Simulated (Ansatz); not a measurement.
Hypothetical Pm-3n GaAs, pressure series

Take GaAs (space group Pm-3n, No. 223; a = 7.0869 Å; a hypothetical phase, not in the database extracts checked) as the base.

Cell and atoms are relaxed at each pressure.

Calculations: Ansatz (a first-principles code), PBE, PAW, cutoff 420 eV, spin-orbit coupling left out.

| pressure (GPa) | volume per atom (Å³/atom) |
|---|---|
| -2 | 31.139 |
| -1 | 30.347 |
| 0 | 29.661 |
| 0.7 | 29.221 |
| 1.5 | 28.761 |
| 3 | 28.009 |
| 5 | 27.140 |
| 7.5 | ? |
| 10 | 25.459 |

### Question
Fit the third-order Birch–Murnaghan form P(V) = (3B₀/2)[(V₀/V)^(7/3) − (V₀/V)^(5/3)]·[1 + (3/4)(B₀′ − 4)((V₀/V)^(2/3) − 1)] (squares taken in P) to the rows shown and predict the withheld row.

### Answer
Least squares on the printed values gives V₀ = 29.656 Å³/atom, B₀ = 45.9 GPa, B₀′ = 4.7; this predicts 26.230 Å³/atom, and the run gives 26.233 Å³/atom, 0.003 higher.

Load acts through the strain it causes; cell and atoms are relaxed under it. Stability against distortions was not tested. No other phases were tried under pressure. All final runs are without spin polarisation.
